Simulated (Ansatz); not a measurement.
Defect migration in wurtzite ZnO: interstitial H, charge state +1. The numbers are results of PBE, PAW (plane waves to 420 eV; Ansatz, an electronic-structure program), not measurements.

Cell of 72 host sites held at the relaxed PBE lattice; one k-point at (0.125, 0.250, 0.250); Fermi-Dirac width 0.01 eV, spin-restricted; finite-size errors left in. No zero-point or tunnelling terms. The charge state is imposed; whether it is stable for some Fermi level was not computed. Sites that were not tried may lie lower.

Barriers: single points on a 2×2×2 k-point mesh shifted by half a step along c at the bands' geometries.

The step: several atoms move together, H the farthest. Atoms about the jump, Cartesian Å from the middle of the jump, before and after:

| atom | x0 | y0 | z0 | x1 | y1 | z1 |
|---|---|---|---|---|---|---|
| H1 | -0.32 | 0.20 | -0.34 | 0.32 | -0.20 | 0.34 |
| O2 | -0.31 | 0.20 | 0.63 | -0.51 | 0.30 | 0.22 |
| Zn3 | 1.43 | -0.81 | 1.12 | 1.90 | -1.08 | 1.31 |
| Zn4 | -0.32 | 0.20 | -2.45 | -0.39 | 0.24 | -1.88 |
| O5 | 1.35 | -0.76 | -2.32 | 1.29 | -0.73 | -2.26 |
| O6 | 2.96 | 0.19 | 0.37 | 2.99 | 0.19 | 0.38 |
| Zn7 | -0.31 | 2.21 | 1.12 | -0.31 | 2.18 | 1.03 |
| O8 | 1.32 | -2.64 | 0.37 | 1.34 | -2.66 | 0.38 |
| Zn9 | -2.06 | -0.81 | 1.11 | -2.05 | -0.80 | 1.03 |
| Zn10 | 2.96 | 0.21 | -1.63 | 2.94 | 0.20 | -1.65 |
| Zn11 | 1.32 | -2.64 | -1.63 | 1.31 | -2.62 | -1.65 |
| O12 | -0.32 | 2.13 | -2.32 | -0.33 | 2.14 | -2.33 |
| O13 | -1.99 | -0.76 | -2.32 | -2.00 | -0.76 | -2.33 |
| O14 | 1.32 | 3.03 | 0.37 | 1.34 | 3.03 | 0.36 |
| O15 | -1.95 | -2.64 | 0.37 | -1.94 | -2.65 | 0.36 |
| O16 | 1.32 | -0.74 | 3.09 | 1.37 | -0.77 | 3.11 |
| Zn17 | 2.97 | 2.09 | 1.01 | 2.97 | 2.10 | 1.02 |
| Zn18 | 1.33 | 3.04 | -1.63 | 1.32 | 3.05 | -1.66 |
| Zn19 | -0.31 | -3.60 | 1.01 | -0.32 | -3.60 | 1.02 |
| Zn20 | -1.96 | -2.64 | -1.63 | -1.96 | -2.64 | -1.65 |
| Zn21 | -0.32 | 0.20 | 3.73 | -0.31 | 0.20 | 3.65 |
| O22 | -0.32 | 2.09 | 3.10 | -0.31 | 2.08 | 3.01 |
| O23 | -1.96 | -0.74 | 3.09 | -1.94 | -0.75 | 3.01 |
| O24 | -1.95 | 3.03 | 0.37 | -1.96 | 3.02 | 0.34 |
| O25 | -3.58 | 0.19 | 0.37 | -3.58 | 0.22 | 0.34 |

Where do these atoms stand at the saddle point, and how high is it?


```tsv
atom	x	y	z
H1	0.37	-0.18	-0.18
O2	-0.36	0.23	0.33
Zn3	1.68	-0.96	1.27
Zn4	-0.46	0.28	-2.08
O5	1.25	-0.70	-2.23
O6	2.97	0.18	0.38
Zn7	-0.27	2.16	1.01
O8	1.34	-2.64	0.38
Zn9	-1.99	-0.82	1.01
Zn10	2.93	0.22	-1.64
Zn11	1.30	-2.62	-1.64
O12	-0.34	2.18	-2.34
O13	-2.04	-0.77	-2.34
O14	1.35	3.03	0.35
O15	-1.94	-2.67	0.35
O16	1.35	-0.76	3.14
Zn17	2.99	2.09	1.02
Zn18	1.32	3.06	-1.65
Zn19	-0.30	-3.61	1.02
Zn20	-1.97	-2.65	-1.65
Zn21	-0.32	0.21	3.67
O22	-0.31	2.09	3.00
O23	-1.94	-0.74	3.00
O24	-1.94	3.01	0.36
O25	-3.56	0.19	0.36
```
It lies 0.23 eV above the start and 0.090 eV above the end. The check of the saddle point's order was inconclusive, and it lies on a symmetry element of the cell, where a band can be held.
